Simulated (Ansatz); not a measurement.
The reference is ZnS in the wurtzite structure (space group P6_3mc, No. 186; a = 3.738 Å, c = 6.143 Å). Axes: x lies along a and z along c of the hexagonal cell.

Computed with LDA (Ansatz, a program for electronic structure; PAW; 420 eV plane waves; spin-orbit coupling left out).

It is then changed as follows: a pure shear with ε_xz = ε_zx = 0.0100, atoms relaxed at fixed cell.

Task: Predict the stress tensor and what it implies for the stiffness.

Result: Stress of the strained cell less that of the base (GPa, compression positive):
```
  -0.01    0.00   -0.61
   0.00    0.01    0.00
  -0.61    0.00    0.00
```

Then −Δσ/γ with γ = 2ε = 0.0200 gives relaxed-ion elastic constants: C55 ≈ 31 GPa.

No phonon test of stability was made.
